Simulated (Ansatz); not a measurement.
**InP: uniaxial strain ε_zz = −2.50 %**

Base system: InP in the zinc blende structure (space group F-43m, No. 216; a = 5.907 Å). Axes: x, y, z lie along the cube axes.

It is then changed as follows: uniaxial strain ε_zz = −2.50 %, all other strain components held at zero; the atoms relax in the strained cell.

Calculations: r2SCAN in Ansatz (plane waves to 500 eV, PAW, no SOC). k-mesh 10×10×10 (Γ-centred); smearing 0.05 eV (Fermi–Dirac).

The volume per atom drops by 0.64 Å³ (25.76 Å³ → 25.12 Å³) and the space group goes from F-43m (No. 216) to I-4m2 (No. 119). The shortest interatomic distance falls by 0.021 Å (2.558 Å → 2.537 Å) and the energy goes up by 5.0 meV/atom. The pressure (mean of the normal stresses, compression positive) goes from zero to 1.81 GPa and the band gap increases by 0.06 eV, from 1.03 eV to 1.09 eV. The gap character is still direct at Γ and the valence-band top at Γ (three highest levels, from the VBM) changes from 0.00, 0.00, 0.00 eV to 0.00, -0.12, -0.12 eV. The stress (xx, yy, zz, yz, xz, xy; compression positive) amounts to (1.46, 1.46, 2.51, 0.00, 0.00, 0.00) GPa.

Final structure:

```
CELL_PARAMETERS angstrom
      0.00000     2.95348     2.87964
      2.95348     0.00000     2.87964
      2.95348     2.95348     0.00000
ATOMIC_POSITIONS crystal
  In 0.00000 0.00000 0.00000
  P  0.25000 0.25000 0.25000
```

Whether these cells are dynamically stable was not tested. k-point labels follow each cell's own Brillouin zone.

Ansatz is an electronic-structure program.
